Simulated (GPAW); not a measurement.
Band structure of MnGa₄ (Im-3m, 5 atoms in the cell).

```xyz
5
Lattice="-2.7719 2.7719 2.7719 2.7719 -2.7719 2.7719 2.7719 2.7719 -2.7719" Properties=species:S:1:pos:R:3 pbc="T T T"
Mn     0.0000     0.0000     0.0000
Ga     1.3859     1.3859    -1.3859
Ga     1.3859    -1.3859     1.3859
Ga     1.3859     1.3859     1.3859
Ga    -1.3859     1.3859     1.3859
```
Moments meant for the start (each program seeds them in its own way; μB, in the order of the atoms Mn Ga Ga Ga Ga): 4.0 0.0 0.0 0.0 0.0.

Method: PBEsol, GPAW PAW datasets PBEsol (made by gpaw-setup) (plane waves; GPAW 25.7.0).

Settings: spinpol = true; mode = pw; ecut = 850 eV; xc = PBEsol; kpts = 6 6 6; mesh shift (steps) = 0 0 0; occupations.name = fermi-dirac; occupations.width = 0.1 eV; nbands = -13; symmetry.symmorphic = false; symmetry.tolerance = 0.0005; maxiter = 100; bandpath_npoints = 40.

The starting cell comes from a database of computed structures (which also holds hypothetical and non-ambient phases and stackings), without a prior relaxation at this level. The moments shrank to a small part of their start, a low-spin state that need not be the lowest.

Levels in eV from the Fermi level, bands 11 to 18 of the first spin channel:
| point | 11 | 12 | 13 | 14 | 15 | 16 | 17 | 18 |
|---|---|---|---|---|---|---|---|---|
| Γ | -1.93 | -1.43 | -1.43 | -1.16 | -1.16 | -1.16 | 1.45 | 1.45 |
| H | -2.45 | -2.45 | -2.45 | -0.15 | -0.15 | 2.44 | 3.66 | 3.66 |
| N | -2.11 | -1.92 | -1.83 | 0.36 | 0.46 | 1.04 | 2.50 | 2.71 |
| P | -1.85 | -1.74 | -1.74 | 2.77 | 2.77 | 2.77 | 3.11 | 3.11 |

Bands cross the Fermi level along this path, so the cell is metallic at this level.

The net moment of the cell came out as 0.38 μB.
